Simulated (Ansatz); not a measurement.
The reference is BeS in the rock salt structure (space group Fm-3m, No. 225; a = 4.629 Å; a hypothetical phase, not in the database extracts checked). Axes: x, y, z lie along the cube axes.

The values are results of PBE (Ansatz, a quantum-chemistry and plane-wave program, PAW, spin-orbit coupling left out), not measurements.

Modification: a pure shear with ε_yz = ε_zy = -0.0356, atoms relaxed at fixed cell.

Q: Predict the stress tensor and what it implies for the stiffness.

A: Stress of the strained cell less that of the base (GPa, compression positive):
```
  -0.37    0.00    0.00
   0.00    0.67    8.36
   0.00    8.36    0.67
```

Then −Δσ/γ with γ = 2ε = -0.0712 gives secant stiffness values (nonlinear terms included at this strain): C44 ≈ 117 GPa.

As a check, the harmonic strain energy −½ V₀ Δσ:ε is 23 meV/atom; the computed energy rise is 23 meV/atom.

Stability against distortions was not tested.
